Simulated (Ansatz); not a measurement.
**Rock-salt BeTe (model structure)**

All values below come from LDA in Ansatz (plane waves, PAW).

Settings: plane-wave cutoff 500 eV, 14×14×14 k mesh, Fermi–Dirac smearing 0.05 eV, scalar-relativistic PAW data made under PBE.

Cell (relaxed at this level):

```yaml
crystal:
  lattice:
    - [0.00000, 2.63174, 2.63174]
    - [2.63174, 0.00000, 2.63174]
    - [2.63174, 2.63174, 0.00000]
  atoms:
    - { symbol: Be, position: [0.00000, 0.00000, 0.00000] }
    - { symbol: Te, position: [0.50000, 0.50000, 0.50000] }
```

```yaml
band_gap: zero (no gap)
```

Note: the relaxation could raise the start's symmetry but not lower it, so the cell can be a saddle point.

Spin–orbit coupling is not included.

A model structure was made by putting elements into a prototype or built by hand; it is no filed structure, need not be a known phase, and can be a saddle point held by its symmetry.

Ansatz is a quantum-chemistry and plane-wave program.
